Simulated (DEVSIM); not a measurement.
Structure: illuminated Si n-on-p cell, one wavelength, at 300 K.

Layer 1 from the left is Si, thickness (μm) 0.160, Nd (cm⁻³) 5.4e17, τn (s) 6.3e-9, τp (s) 4.2e-8, absorption coefficient (cm⁻¹) 990. Layer 2 from the left is Si, thickness (μm) 130, Na (cm⁻³) 1.8e16, τn (s) 1.5e-7, τp (s) 1.5e-7, absorption coefficient (cm⁻¹) 990.

Left contact: ohmic, minority hole recombination velocity 400 cm/s. Right contact: ohmic, minority electron recombination velocity 100 cm/s. Voltage is applied to the left contact. Recombination: SRH at mid-gap, radiative, Auger. Light enters at the left, 2.5e18 photons cm⁻² s⁻¹, one pass, no reflection. Mobility is μmin + (μ − μmin)/(1 + (N/Nref)^α).

This is a model device: material constants are rounded textbook-type values typed into the input, and sizes, dopings and lifetimes were drawn at random. Values at 300 K.

Si: gap (eV) 1.124, affinity (eV) 4.05, permittivity 11.7, Nc (cm⁻³) 2.86e19, Nv (cm⁻³) 3.1e19, μn (cm²/Vs) 1417, μp (cm²/Vs) 470, μn,min 52, μp,min 45, Nref,n 9.7e16, Nref,p 2.2e17, αn 0.68, αp 0.72, B (cm³/s) 4.7e-15, Cn (cm⁶/s) 2.8e-31, Cp (cm⁶/s) 9.9e-32.

DEVSIM, 1D drift-diffusion, Boltzmann statistics, complete ionisation; no tunnelling, impact ionisation, image-force lowering or self-heating.

Q: What does the simulation give for the dark forward voltage at 100 A/cm², the dark forward voltage at 1 A/cm², the largest field in the device at zero bias?

A: dark forward voltage at 100 A/cm² 1.222 V; dark forward voltage at 1 A/cm² 0.656 V; largest field in the device at zero bias 69000 V/cm.
